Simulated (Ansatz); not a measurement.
## PbI2: response to strain

The parent structure is PbI2 in the CdI2 type structure (space group P-3m1, No. 164; a = 4.559 Å, c = 6.973 Å). Axes: x lies along a and z along c of the hexagonal cell.

Strains are applied to the cell and any free atomic positions relax; under biaxial strain the out-of-plane vector relaxes too.

Computed with PBE-D3(BJ), PAW, 420 eV (Ansatz, a first-principles code; no spin-orbit coupling).

Candidates:
(a) biaxial strain +1.09 %, plane normal [001], relaxed out of plane
(b) biaxial strain −4.40 %, plane normal [001], relaxed out of plane
(c) biaxial strain −4.70 %, plane normal [001], relaxed out of plane

Question: Order them by out-of-plane strain, highest first.

Answer: (c) biaxial strain −4.70 %, plane normal [001], relaxed out of plane (+4.48 %), (b) biaxial strain −4.40 %, plane normal [001], relaxed out of plane (+4.24 %), (a) biaxial strain +1.09 %, plane normal [001], relaxed out of plane (-1.11 %)

No phonon test of stability was made.
